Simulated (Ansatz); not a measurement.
The structure below was relaxed with Ansatz (a first-principles code) PBEsol, spin-orbit coupling left out, at pressure 15 GPa.

```yaml
crystal:
  lattice:
    - [0.00000, 1.89812, 1.89812]
    - [1.89812, 0.00000, 1.89812]
    - [1.89812, 1.89812, 0.00000]
  atoms:
    - { symbol: Pd, position: [0.00000, 0.00000, 0.00000] }
```

Task: Find the space group and the Wyckoff positions.

Result: Space group Fm-3m (No. 225); a = 3.796 Å, b = 3.796 Å, c = 3.796 Å, α = 90.00°, β = 90.00°, γ = 90.00°

```json
[
 {"atom": "Pd", "site": "4a", "symmetry": "m-3m", "x": "0.0000", "y": "0.0000", "z": "0.0000"}
]
```

Task: Describe the coordination.

Result: The crystal has 4 atoms in its conventional cell. Conventional cell: a = 3.7962 Å, b = 3.7962 Å, c = 3.7962 Å, α = 90.00°, β = 90.00°, γ = 90.00°. Pd is coordinated by 12 Pd at 2.684 Å (cuboctahedral). (Neighbours: up to the widest gap in distance over summed covalent radii, below 1.35, at either atom.)

Load acts through the strain it causes; cell and atoms are relaxed under it. Whether these cells are dynamically stable was not tested. No other phases were tried under pressure. All final runs are without spin polarisation. The cell was made from Pd in the fcc (Cu type) structure (space group Fm-3m, No. 225) by this change: pressure 15 GPa.
